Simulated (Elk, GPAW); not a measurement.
A GPAW input for a self-consistent single point of HfGa3 (I4/mmm, 4 atoms in the cell) (DFT PBEsol, plane waves, GPAW PAW datasets PBEsol (made by gpaw-setup)):

```python
from ase import Atoms
from ase.units import GPa
from gpaw import GPAW, PW

atoms = Atoms(['Hf', 'Ga', 'Ga', 'Ga'],
              cell=[[-1.863335, 1.863335, 4.349080],
                    [1.863335, -1.863335, 4.349080],
                    [1.863335, 1.863335, -4.349080]],
              positions=[[0.000000, 0.000000, 0.000000],
                         [0.000000, 0.000000, 4.349080],
                         [0.000000, 1.863335, 2.174540],
                         [1.863335, 0.000000, 2.174540]],
              pbc=True)

calc = GPAW(mode=PW(550),
            xc='PBEsol',
            kpts={'size': (8, 8, 8), 'gamma': True},
            occupations={'name': 'methfessel-paxton', 'width': 0.2, 'order': 0},
            nbands=-12,
            convergence={'density': 1e-05},
            symmetry={'symmorphic': False, 'tolerance': 0.0005},
            maxiter=100,
            txt='-')

atoms.calc = calc

energy = atoms.get_potential_energy()
print('Energy (eV):', round(energy, 6))
forces = atoms.get_forces()
print('Forces (eV/Ang):')
print(forces.round(5))
stress = atoms.get_stress()
print('Stress (GPa, Voigt):', (stress / GPa).round(4))
```

Q: Give the Elk input for the same structure, mesh, smearing and functional.

A: One input that does it (others would too):

```
tasks
  0

xctype
  22

rmtscf
  0.92

stype
  0

swidth
  0.00734986

maxscl
  100

avec
   -3.5211928284    3.5211928284    8.2185700941
    3.5211928284   -3.5211928284    8.2185700941
    3.5211928284    3.5211928284   -8.2185700941

atoms
  2
  'Hf.in'
  1
  0.0000000000  0.0000000000  0.0000000000    0.0 0.0 0.0
  'Ga.in'
  3
  0.5000000000  0.5000000000  0.0000000000    0.0 0.0 0.0
  0.7500000000  0.2500000000  0.5000000000    0.0 0.0 0.0
  0.2500000000  0.7500000000  0.5000000000    0.0 0.0 0.0

ngridk
  8 8 8
```

Basis settings and potentials, where a program has them, do not carry over. This input uses DFT, PBEsol, all-electron FP-LAPW, Elk's shipped species files, default APW+lo basis.

The starting cell comes from a database of computed structures (which also holds hypothetical and non-ambient phases and stackings), without a prior relaxation at this level. Its lattice was rescaled by a random factor within 2.5 % of one. For this run, on top of that: lattice scaled by 0.98.
